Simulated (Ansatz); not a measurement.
# Several settings converged on Cu (I4/mmm, 1 atom in the cell)

```xyz
1
Lattice="-1.4551 1.4551 1.3663 1.4551 -1.4551 1.3663 1.4551 1.4551 -1.3663" Properties=species:S:1:pos:R:3 pbc="T T T"
Cu     0.0000     0.0000     0.0000
```

Base method: LDA (PW92), default PAW files made with PBE (plane waves; Ansatz, an electronic-structure program).

Base settings: basis.ecutwfc = 30.9 Ry; kpoints.mp_grid.grid = 16 16 16; hamiltonian.xc = lda; hamiltonian.pseudopotentials = {kind: paw} (the program's default PAW files); scf.occupations.method = gaussian; scf.occupations.width = 0.0073 Ry.

The count of work is k-points × plane waves × bands × iterations; it is no time. Core times come from one kind of shared machine, to one figure; runs under 30 s give none.

**The cutoff for other potential files**

Level: DFT, LDA (PW92), plane waves, harder PAW files (source: ansatz) made with PBE.

In this ladder: hamiltonian.pseudopotentials = {kind: paw, source: ansatz}.

The second cell is the first with its lattice scaled by 0.98.

The mesh stays at the base's, so the ladder's end is converged at best in this setting alone.

The first pressure column holds Ansatz's estimate of the finite-basis (Pulay) stress, which hides part of the cutoff error; the other is without it.

Only quantities that move along the ladder and can be compared are tabulated.

| basis.ecutwfc | free energy less the last step's (meV/atom) | energy of the compressed cell less the first (meV/atom) | pressure (GPa) | pressure without the Pulay estimate (GPa) | count of work / last |
|---|---|---|---|---|---|
| 23.2 Ry | 25801.75 | 223.99 | 28.54 | -1740.36 | 0.10 |
| 28.3 Ry | 5058.09 | -32.92 | -11.31 | -443.72 | 0.14 |
| 36 Ry | 340.19 | -19.71 | -9.07 | -51.75 | 0.21 |
| 43.7 Ry | 16.74 | -19.51 | -9.22 | -11.59 | 0.27 |
| 51.4 Ry | 4.55 | -19.60 | -9.23 | -9.30 | 0.36 |
| 61.7 Ry | 3.54 | -19.61 | -9.23 | -9.30 | 0.47 |
| 77.2 Ry | 1.07 | -19.61 | -9.23 | -9.33 | 0.66 |
| 102.9 Ry | 0.00 | -19.62 | -9.23 | -9.24 | 1.0 |

Coarsest basis.ecutwfc that holds the pressure without the Pulay estimate within 1 GPa of the last step, with all finer ones: 51.4 Ry, at 0.36 of the last step's count of work; the step before is off by 2.3 GPa.

Coarsest basis.ecutwfc that holds the free energy within 5 meV/atom of the last step, with all finer ones: 51.4 Ry, at 0.36 of the last step's count of work; the step before is off by 17 meV/atom.

Coarsest basis.ecutwfc that holds the pressure within 0.5 GPa of the last step, with all finer ones: 36 Ry, at 0.21 of the last step's count of work; the step before is off by 2.1 GPa.

At the lowest cutoff the pressure without the Pulay estimate lies 1730 GPa under the last step's, the usual sign of Pulay stress in an incomplete plane-wave basis.

**The density cutoff**

The mesh stays at the base's, so the ladder's end is converged at best in this setting alone.

Only quantities that move along the ladder and can be compared are tabulated.

```csv
basis.ecutrho_ratio,free energy less the last step's (meV/atom),pressure (GPa)
2,-12.42,-8.07
3,-0.36,-9.17
4,0.00,-9.21
5,0.00,-9.21
6,0.00,-9.21
8,0.00,-9.21
10,0.00,-9.21
12,0.00,-9.21
16,0.00,-9.21
```

Coarsest basis.ecutrho_ratio that holds the free energy within 2 meV/atom of the last step, with all finer ones: 3; the step before is off by 12 meV/atom.

Coarsest basis.ecutrho_ratio that holds the pressure within 0.5 GPa of the last step, with all finer ones: 3; the step before is off by 1.1 GPa.

**The relaxed cell against the cutoff**

In this ladder: relax = cell and atoms.

The mesh stays at the base's, so the ladder's end is converged at best in this setting alone.

Only quantities that move along the ladder and can be compared are tabulated.

```csv
basis.ecutwfc,relaxed volume (Å³/atom),relaxation steps,core time / last (rough)
21.7 Ry,11.010,69,3
26.1 Ry,10.948,21,1
30.9 Ry,10.934,11,0.8
37.1 Ry,10.934,11,0.7
46.3 Ry,10.934,11,1
61.7 Ry,10.933,11,1
```

Coarsest basis.ecutwfc that holds the relaxed volume within 0.022 Å³/atom of the last step, with all finer ones: 26.1 Ry; the step before is off by 0.076 Å³/atom.

At the lowest cutoff the cell relaxes to a volume 0.7 % larger than at the highest. Ansatz relaxes on a stress corrected for the finite basis.

On the base run: the starting cell comes from a database of computed structures (which also holds hypothetical and non-ambient phases and stackings), without a prior relaxation at this level. Its lattice was rescaled by up to half a per cent. Spin polarisation is off.

Left out of this page: 2 runs of the series stopped by limits of time or memory.

Keys are those of Ansatz 0.2.
